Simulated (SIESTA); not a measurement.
Input and output of a self-consistent single point for YCu2Ge2 (I4mm, 5 atoms in the cell) (SIESTA).

Method: LDA PW92, numerical atomic orbitals DZP, PseudoDojo LDA standard norm-conserving potentials (rewritten from UPF to PSML) run with SIESTA.

```
CELL_PARAMETERS angstrom
     -2.00931     2.00931     5.12180
      2.00931    -2.00931     5.12180
      2.00931     2.00931    -5.12180
ATOMIC_POSITIONS crystal
  Y  0.00488 0.00488 0.00000
  Cu 0.75000 0.25000 0.50000
  Cu 0.25000 0.75000 0.50000
  Ge 0.61934 0.61934 0.00000
  Ge 0.38066 0.38066 0.00000
```

Reference input (self-consistent single point, DFT, LDA PW92, numerical atomic orbitals DZP, PseudoDojo LDA standard norm-conserving potentials (rewritten from UPF to PSML)): XC.functional = LDA; XC.authors = PW92; potentials = PseudoDojo LDA standard; PAO.BasisSize = DZP; PAO.EnergyShift = 0.005 Ry; MeshCutoff = 300 Ry; kgrid.MonkhorstPack = 5 5 5; OccupationFunction = MP; OccupationMPOrder = 0; ElectronicTemperature = 0.1 eV; MaxSCFIterations = 150; SCF.Mixer.Method = Broyden. This run's input differs from it in these lines:

```diff
@@ -44,3 +44,6 @@
 SCF.Mixer.History            8
-SCF.DM.Tolerance             1.0E-05
+SCF.DM.Converge              false
+SCF.H.Converge               false
+SCF.FreeE.Converge           true
+SCF.FreeE.Tolerance          1.0E-03 eV
 Diag.ParallelOverK           true
```

Output, abridged:

```
        iscf     Eharris(eV)        E_KS(eV)     FreeEng(eV)     dDmax    Ef(eV) dHmax(eV)
   scf:    1   -15313.652359   -15969.760210   -15969.796352  3.344079 -0.915203 86.417217
   scf:    2   -16067.966676   -16246.296838   -16246.304492  2.794045 -4.599017 29.524669
   scf:    3   -16283.795747   -16266.850455   -16266.856197  0.675833 -4.436719 17.095219
   scf:    4   -16272.901512   -16277.674818   -16277.684057  0.449944 -4.165060  5.837734
   scf:    5   -16279.334890   -16278.724995   -16278.733967  0.095812 -4.362182  1.829186
   [... 2 lines left out ...]
   scf:    8   -16278.827874   -16278.844177   -16278.853834  0.011536 -4.461227  0.477732
   scf:    9   -16278.854920   -16278.850544   -16278.860260  0.005895 -4.470874  0.215028
   scf:   10   -16278.849483   -16278.851592   -16278.861352  0.007177 -4.479476  0.110834
   scf:   11   -16278.852197   -16278.851924   -16278.861676  0.001105 -4.478908  0.069901
SCF Convergence by FreeE criterion
|FreeE_i-FreeE_(i-1)| (eV) <     0.00100000
max |DM_out - DM_in|         :     0.0011045331
max |H_out - H_in|      (eV) :     0.0699008483
SCF cycle converged after 11 iterations

Using DM_out to compute the final energy and forces

siesta: E_KS(eV) =           -16278.8519

siesta: E_KS - E_eggbox =    -16278.8519

siesta: Atomic forces (eV/Ang):
     1    0.000224    0.000224   -0.151146
     2    0.000289   -0.000320    0.053779
     3   -0.000320    0.000289    0.053779
     4   -0.000215   -0.000215    0.296618
     5    0.000216    0.000216   -0.253358
   Tot    0.000194    0.000194   -0.000327
   Max    0.296618
   Res    0.109789    sqrt( Sum f_i^2 / 3N )
   Max    0.296618    constrained

   [... lines left out ...]
siesta: FreeEng =    -16278.861676
siesta: Cell volume =         82.713897 Ang**3
siesta:         -30.49096172        -37.98950491  kBar
   [... lines left out ...]
              2.008   2.002   2.005   2.002   2.003   0.097   0.187   0.028

              0.187   0.145

mulliken: Qtot =       77.000

Mulliken Atomic Populations:
Atom #   charge [q] valence [e]  Species
     1     0.820551   10.179449  Y
     2     0.538509   18.461491  Cu
     3     0.538509   18.461491  Cu
     4    -0.940941   14.940941  Ge
     5    -0.956628   14.956628  Ge
 Total     0.000000
```

The run converged in 11 iterations. Against the reference run the free energy hardly moves (within 1 meV/atom), the pressure hardly changes (-3.07 to -3.05 GPa) and the largest force goes from 0.314 to 0.297 eV/Å.

The starting cell comes from a database of computed structures (which also holds hypothetical and non-ambient phases and stackings), without a prior relaxation at this level. Its lattice was rescaled by up to half a per cent. One atom was moved a little off its site on purpose. Spin polarisation is off. Values carry the incompleteness of an atom-centred basis. With a pressure of about -3 GPa the cell is away from its equilibrium volume at this level.

Cost on one core of a shared machine: roughly 60 s.
